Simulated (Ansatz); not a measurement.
Worked example: self-consistent single point of Bi (Im-3m, 1 atom in the cell) in Ansatz (a quantum-chemistry and plane-wave program).

Method: PBEsol, default PAW files made with PBE (plane waves; Ansatz).

The change in words: lattice scaled by 0.98; basis.ecutwfc: 420 eV → 630 eV. Reference geometry:
```
CELL_PARAMETERS angstrom
     -1.98737     1.98737     1.98737
      1.98737    -1.98737     1.98737
      1.98737     1.98737    -1.98737
ATOMIC_POSITIONS crystal
  Bi 0.00000 0.00000 0.00000
```

Reference input (self-consistent single point, DFT, PBEsol, plane waves, default PAW files made with PBE): basis.ecutwfc = 420 eV; kpoints.mp_grid.grid = 12 12 12; hamiltonian.xc = pbesol; hamiltonian.pseudopotentials = {kind: paw} (the program's default PAW files); scf.occupations.method = gaussian; scf.occupations.width = 0.1 eV. This run's input differs from it in these lines:

Ansatz 0.2 input:
```diff
@@ -2,5 +2,5 @@
   lattice:
-    - [-1.98737400, 1.98737400, 1.98737400]
-    - [1.98737400, -1.98737400, 1.98737400]
-    - [1.98737400, 1.98737400, -1.98737400]
+    - [-1.94762700, 1.94762700, 1.94762700]
+    - [1.94762700, -1.94762700, 1.94762700]
+    - [1.94762700, 1.94762700, -1.94762700]
   atoms:
@@ -8,3 +8,3 @@
 basis:
-  ecutwfc: 420.0
+  ecutwfc: 630.0
 kpoints:
```

The program printed (abridged):

```
SCF iter   1: F=—  HF=-12241.929393 eV  |F-HF|=—  |Δ(HF+E_count)|=         —  Δρ=1.05e-3  dr2=2.65e-4  ethr=1.77e-3  ⟨swp⟩=5.0  Hψ=5080  notcnv=0
all-band conjugate gradients solve this SCF's bands
preconditioner: auto → Kerker (q_TF=auto, 2.437 Å⁻¹)
SCF iter   2: F=—  HF=-12241.928791 eV  |F-HF|=—  |Δ(HF+E_count)|=   6.02e-4  Δρ=7.45e-4  dr2=1.40e-4  ethr=1.77e-6  ⟨swp⟩=2.2  Hψ=1973  notcnv=0
SCF iter   3: F=—  HF=-12241.928778 eV  |F-HF|=—  |Δ(HF+E_count)|=   1.30e-5  Δρ=5.21e-4  dr2=4.71e-5  ethr=9.34e-7  ⟨swp⟩=2.0  Hψ=1374  notcnv=0
SCF iter   4: F=—  HF=-12241.928754 eV  |F-HF|=—  |Δ(HF+E_count)|=   2.39e-5  Δρ=1.28e-4  dr2=2.44e-6  ethr=3.14e-7  ⟨swp⟩=2.0  Hψ=1338  notcnv=0
iter 5 did not close the SCF: its close was put off for the readings that it lacked (scf_convergence_deferred on its scf_iter line)
SCF iter   5: F=-12241.928753 eV  HF=-12241.928753 eV  |F-HF|=2.53e-8  |Δ(HF+E_count)|=   1.09e-6  Δρ=1.79e-5  dr2=7.05e-8  ethr=1.62e-8  ⟨swp⟩=2.0  Hψ=1290  notcnv=0
SCF iter   6: F=-12241.928753 eV  HF=-12241.928753 eV  |F-HF|=1.56e-8  |Δ(HF+E_count)|=   1.05e-8  Δρ=8.66e-6  dr2=1.88e-8  ethr=4.70e-10  ⟨swp⟩=5.0  Hψ=3854  notcnv=0
SCF 1 converged in 6 iterations: F = -12241.928753 eV  dr2 = 1.88e-8
Free energy (F): -12241.928753 eV
Internal energy: -12241.924967 eV  (E = F + TS)
E sigma→0 (E₀):  -12241.926860 eV
Entropy (-TS):   -0.003786 eV (-3.786 meV/atom)
Fermi energy:    12.527310 eV
--- Forces (eV/Å), atoms counted from 1 ---
  atom   1  Bi    -0.00000000     0.00000000     0.00000000
--- Stress (GPa, compression-positive) ---
        0.626287      -0.000000       0.000000
       -0.000000       0.626287      -0.000000
       -0.000000      -0.000000       0.626287
  P = ⅓ Tr σ = 0.6263 GPa (6.263 kbar)
  The stress holds the Pulay correction. Without it, at fixed plane waves, as pw.x and ABINIT print it: P = 0.6241 GPa
```

The run converged in 6 iterations. Against the reference run the free energy goes down by 14.1 meV/atom and the pressure goes from -2.66 to 0.63 GPa. The full log also holds: “iter 5 did not close the SCF: its close was put off for the readings that it lacked (scf_convergence_deferred on its scf_iter line)”.

The starting cell comes from a database of computed structures (which also holds hypothetical and non-ambient phases and stackings), without a prior relaxation at this level. Its lattice was rescaled by up to half a per cent. For this run, on top of that: lattice scaled by 0.98. Ansatz's pressure includes its estimate of the finite-basis (Pulay) stress.
